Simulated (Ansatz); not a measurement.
The starting structures come from a database of crystals and need not be the phases stable at ambient conditions.

By PBEsol, the system below comes out a metal.

Without scattering a metal conducts by its projected Fermi surface.

Consider the following.

```xyz
1
Lattice="3.5444 0.0000 0.0000 -1.7722 3.0695 0.0000 1.7722 1.0232 0.7235" Properties=species:S:1:pos:R:3 pbc="T T T"
Be     0.0000     0.0000     0.0000
```

Space group of this cell: Im-3m, bcc (W type). The cell is taken as given; by PBEsol its mean pressure is -2.0 GPa.

The current flows along the normal of the first two printed cell vectors, the (111) plane of the conventional cell. No spin-orbit coupling; the value is a mean over 0.1 eV about the Fermi level.

Predict the ballistic conductance per area from Ansatz (a quantum-chemistry and plane-wave program) with PBEsol.

0.68 × 10¹⁵ S/m² for both spins.
